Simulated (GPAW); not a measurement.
# How a calculation on Ta3Au (Pm-3n, 8 atoms in the cell) responds to its settings

```yaml
crystal:
  lattice:
    - [5.22000, 0.00000, 0.00000]
    - [0.00000, 5.22000, 0.00000]
    - [0.00000, 0.00000, 5.22000]
  atoms:
    - { symbol: Ta, position: [0.25000, 0.00000, 0.50000] }
    - { symbol: Ta, position: [0.50000, 0.75000, 0.00000] }
    - { symbol: Ta, position: [0.75000, 0.00000, 0.50000] }
    - { symbol: Ta, position: [0.50000, 0.25000, 0.00000] }
    - { symbol: Ta, position: [0.00000, 0.50000, 0.75000] }
    - { symbol: Ta, position: [0.00000, 0.50000, 0.25000] }
    - { symbol: Au, position: [0.00000, 0.00000, 0.00000] }
    - { symbol: Au, position: [0.50000, 0.50000, 0.50000] }
```

Base run A: PBEsol, GPAW PAW datasets PBEsol (made by gpaw-setup) (GPAW), self-consistent single point.

Its settings: mode = pw; ecut = 600 eV; xc = PBEsol; kpts = 3 3 3; mesh shift (steps) = 0.5 0.5 0.5; occupations.name = methfessel-paxton; occupations.width = 0.1 eV; occupations.order = 1; nbands = -14; convergence.density = 1e-05 e/electron; convergence.energy = 1e-05 eV/electron; symmetry.symmorphic = false; symmetry.tolerance = 0.0005; maxiter = 100.

The starting cell comes from a database of published, mostly measured structures (it also holds non-ambient and calculated ones), without a prior relaxation at this level. Spin polarisation is off. In the base run, with a pressure of about -4 GPa the cell is away from its equilibrium volume at this level. Without a gap this mesh is coarse (it stands for a supercell whose shortest vector is 16 Å).

ΔF is the free energy per atom less that of run A. 

| run | eigensolver | ΔF (meV/atom) | pressure (GPa) | iterations |
|---|---|---|---|---|
| A | default | 0.00 | -4.39 | 31 |
| B | {name: davidson, niter: 1} | 0.00 | -4.39 | 42 |
| C | {name: davidson, niter: 3} | 0.00 | -4.40 | 22 |
| D | {name: davidson, niter: 5} | 0.00 | -4.40 | 23 |
| E | rmm-diis | 0.00 | -4.38 | 48 |
| F | {name: rmm-diis, niter: 5} | 0.00 | -4.39 | 34 |
| G | cg | 0.00 | -4.39 | 36 |
| H | {name: cg, niter: 2} | 0.00 | -4.39 | 41 |

Runs B, C, D, E, F, G, H ended on the same solution as A (within 1 meV/atom). The fewest iterations to that state were 22 (C); the most were 48.
